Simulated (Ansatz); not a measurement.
## A computed series for MgO: response to strain

Start from MgO in the rock salt structure (space group Fm-3m, No. 225).

```xyz
2
Lattice="0.0000 2.0796 2.0796 2.0796 0.0000 2.0796 2.0796 2.0796 0.0000" Properties=species:S:1:pos:R:3 pbc="T T T"
Mg     0.0000     0.0000     0.0000
O      2.0796     2.0796     2.0796
```

Cartesian axes are those of the cell as printed.

Strains are applied to the cell and any free atomic positions relax.

Computed with LDA in Ansatz (plane waves to 420 eV, PAW, without spin-orbit coupling).

Notes on the quantities. pressure: mean of the normal stresses, compression positive; energy relative to the base: free energy F.

```
variant                       pressure  energy relative to the base  band gap
---------------------------  ---------  ---------------------------  --------
base                         -0.1 kbar                   0 meV/atom   5.03 eV
tensor shear ε_xy = +1.14 %   0.2 kbar                +2.3 meV/atom   4.94 eV
tensor shear ε_xy = +0.29 %  -0.1 kbar                +0.2 meV/atom   5.01 eV
tensor shear ε_xy = +1.71 %   0.5 kbar                +5.1 meV/atom   4.89 eV
tensor shear ε_xy = +0.86 %   0.1 kbar                          [?]       [?]
tensor shear ε_xy = +2.00 %   0.8 kbar                +6.9 meV/atom   4.86 eV
tensor shear ε_xy = +1.43 %   0.3 kbar                +3.6 meV/atom   4.91 eV
```

Problem. What belongs in the blanks?

Solution. 
- tensor shear ε_xy = +0.86 %, energy relative to the base: +1.3 meV/atom
- tensor shear ε_xy = +0.86 %, band gap: 4.96 eV

No phonon test of stability was made.

Ansatz is a program for electronic structure.
